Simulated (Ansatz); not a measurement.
A user runs Ansatz (an electronic-structure program) on Li2In2GeSe6 (Cc, 22 atoms in the cell) and asks whether the run is sound. The aim is a self-consistent single point with DFT, r2SCAN, plane waves, default PAW files made with PBE.

Cell that was meant: a = 7.4424 Å, b = 7.4424 Å, c = 12.7902 Å, α = 107.02°, β = 107.02°, γ = 60.72°.

Part of the input:

Ansatz 0.2 input:
```yaml
# Li5In4Ge2Se12
crystal:
  lattice:
    - [6.42173200, -3.76175000, 0.00000000]
[...]
    - { symbol: Se, position: [0.75866000, 0.78796000, 0.16544000] }
    - { symbol: Se, position: [0.03772000, 0.56566000, 0.94130000] }
    - { symbol: Se, position: [0.56566000, 0.03772000, 0.44130000] }
    - { symbol: Li, position: [0.38283000, 0.65805500, 1.02626900] }
kpoints:
  mp_grid: { grid: [2, 2, 1] }
hamiltonian:
```

Log, with long lists cut:

```
WARN basis.ecutwfc = 500 eV, the default
WARN ansatz: RAYON_NUM_THREADS=1 ignored (pool sized by the plan → 1); use --threads N
   [... lines left out ...]
PAW frozen core: Se, regenerated for the run's functional
Initial density: superposition of atomic densities (neutral atoms: chi_scale 0, normalization atom), corrected by the library's trained network
Initial wavefunctions: pseudopotential atomic-orbital guess
Eigensolver: davidson
Functional: x = r2scan, c = r2scan; τ floored in thin density (d = 2e-4 eV/Å³)
SCF iter   1: F=—  HF=-98827.133455 eV  |F-HF|=—  |Δ(HF+E_count)|=         —  Δρ=3.75e-1  dr2=8.00e3  dr2_τ=2.21e1  ethr=1.77e-3  ⟨swp⟩=27.2  Hψ=9485  notcnv=0  defer=23
all-band conjugate gradients solve this SCF's bands
preconditioner: auto → LDOS
SCF iter   2: F=—  HF=-98752.202529 eV  |F-HF|=—  |Δ(HF+E_count)|=    7.49e1  Δρ=4.12e-1  dr2=7.82e3  dr2_τ=2.44e4  ethr=1.77e-3  ⟨swp⟩=21.2  Hψ=12049  notcnv=0  defer=46
   [... lines left out ...]
SCF iter  13: F=—  HF=-97778.426544 eV  |F-HF|=—  |Δ(HF+E_count)|=   4.24e-5  Δρ=1.93e-5  dr2=3.08e-6  dr2_τ=1.34e-7  ethr=9.99e-9  ⟨swp⟩=2.2  Hψ=1001  notcnv=0  defer=37
SCF iter  14: F=—  HF=-97778.426545 eV  |F-HF|=—  |Δ(HF+E_count)|=   9.16e-7  Δρ=5.67e-6  dr2=1.87e-7  dr2_τ=8.70e-9  ethr=1.07e-9  ⟨swp⟩=2.2  Hψ=1262  notcnv=0  defer=37
SCF iter  15: F=-97778.426545 eV  HF=-97778.426545 eV  |F-HF|=2.26e-9  |Δ(HF+E_count)|=   1.77e-7  Δρ=1.76e-6  dr2=2.43e-8  dr2_τ=1.16e-9  ethr=3.48e-11  ⟨swp⟩=19.0  Hψ=4749  notcnv=0
SCF 1 converged in 15 iterations: F = -97778.426545 eV  dr2 = 2.43e-8
Free energy (F): -97778.426545 eV
Internal energy: -97778.288488 eV  (E = F + TS)
E sigma→0 (E₀):  -97778.357517 eV
Entropy (-TS):   -0.138057 eV (-6.002 meV/atom)
Fermi energy:    7.210780 eV
--- Forces (eV/Å), atoms counted from 1 ---
  atom   1  Li     0.03195184    -0.02501175    -0.08259929
  atom   2  Li     0.17540327    -0.01137990    -0.23463111
  atom   3  Li  -114.30266931  -216.62143825  -281.60363103
  atom   4  Li    -0.05248078    -0.04551395     0.08247668
  atom   5  In    -0.31764503     0.20707947    -0.50781657
  atom   6  In    -0.16503010     0.23717484     0.22205888
  atom   7  In     0.19759344     0.09554068     0.39667513
   [... lines left out ...]
  atom  23  Li   114.37895954   216.70676244   280.20220569
--- Stress (GPa, compression-positive) ---
        4.997871       8.982263      11.896154
        8.982220      17.447673      22.878520
       11.896116      22.878535      30.130701
  P = ⅓ Tr σ = 17.5254 GPa (175.254 kbar)
  The stress holds the Pulay correction. Without it, at fixed plane waves, as pw.x and ABINIT print it: P = 17.4548 GPa
```

Question: Is this run sound? If not, what is wrong?

Answer: The run is not sound. The fault is one atom entered twice. Two nuclei at or near one point give a huge ion-ion repulsion and overlapping cores, and the electron count is too high as well. To fix it, remove the duplicate atom. The run converged in 15 iterations without an error; against the sound input the pressure goes from -0.03 to 17.53 GPa, the largest force goes from 0.262 to 373.2 eV/Å and no clean gap remains on the mesh (levels overlap or are partly filled), against 1.59 eV before.

The sound input it was made from differs as follows (other fixes are possible):
```diff
-# Li5In4Ge2Se12
+# Li2In2GeSe6
-    - { symbol: Li, position: [0.38283000, 0.65805500, 1.02626900] }
```

With that input, the run converged in 8 iterations: free energy E − TS (on the zero of these files) -97629.2706 eV; gap on the k-point mesh 1.59 eV; pressure -0.03 GPa; largest force (vector length) 0.262 eV/Å (DFT, r2SCAN, plane waves, default PAW files made with PBE).

On the sound input: the starting cell comes from a database of published, mostly measured structures (it also holds non-ambient and calculated ones), without a prior relaxation at this level. Its lattice was rescaled by a random factor within 2.5 % of one. Ansatz's pressure includes its estimate of the finite-basis (Pulay) stress.
